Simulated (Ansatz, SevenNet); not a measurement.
## HfSiO4 (I4₁/amd, No. 141, 12 atoms in the cell; start COD 9000852): properties by level of theory

```json
[
 {"level (code)": "SevenNet-0", "equilibrium lattice constant a (Å)": "6.628", "lattice parameter c (Å)": "6.000"},
 {"level (code)": "PBE-D3(BJ) (Ansatz)", "equilibrium lattice constant a (Å)": "6.607", "lattice parameter c (Å)": "5.996"},
 {"level (code)": "r²SCAN (Ansatz)", "equilibrium lattice constant a (Å)": "6.582", "lattice parameter c (Å)": "5.971"}
]
```

Caveats: the relaxation could not lower the start's symmetry, so the cell can be a saddle point above a distorted one (SevenNet-0, PBE-D3(BJ)). Ansatz's density-functional and Hartree–Fock values are scalar-relativistic unless marked +SOC, with PAW data made under PBE.

Computed values are for the static lattice.

Ansatz is a first-principles code.
